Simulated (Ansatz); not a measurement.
The parent structure is BAs in the zinc blende structure (space group F-43m, No. 216).

```xyz
2
Lattice="0.0000 2.3919 2.3919 2.3919 0.0000 2.3919 2.3919 2.3919 0.0000" Properties=species:S:1:pos:R:3 pbc="T T T"
B      0.0000     0.0000     0.0000
As     1.1960     1.1960     1.1960
```

Cartesian axes are those of the cell as printed.

All numbers come from Kohn–Sham DFT with the r2SCAN functional, run in Ansatz (an electronic-structure program) with PAW and 500 eV plane waves, scalar-relativistic without spin-orbit coupling.

Strains are applied to the cell and any free atomic positions relax.

One change was made to it. Results:

The valence-band top at Γ (three highest levels, from the VBM) goes from 0.00, 0.00, 0.00 eV to 0.00, -0.02, -0.04 eV; the smallest direct gap drops by 0.07 eV (3.44 eV → 3.37 eV); the shortest interatomic distance shrinks by 0.0027 Å (2.071 Å → 2.069 Å).

Problem. What was done to the base?
A) tensor shear ε_xy = +1.14 %
B) tensor shear ε_xy = +0.86 %
C) tensor shear ε_xy = +0.29 %
D) tensor shear ε_xy = +0.57 %

Solution. C, tensor shear ε_xy = +0.29 %. For comparison, the valence-band top at Γ in the other runs: tensor shear ε_xy = +0.57 % gives 0.00, -0.05, -0.09 eV; tensor shear ε_xy = +0.86 % gives 0.00, -0.07, -0.13 eV; tensor shear ε_xy = +1.14 % gives 0.00, -0.10, -0.18 eV.

Stability against distortions was not tested.
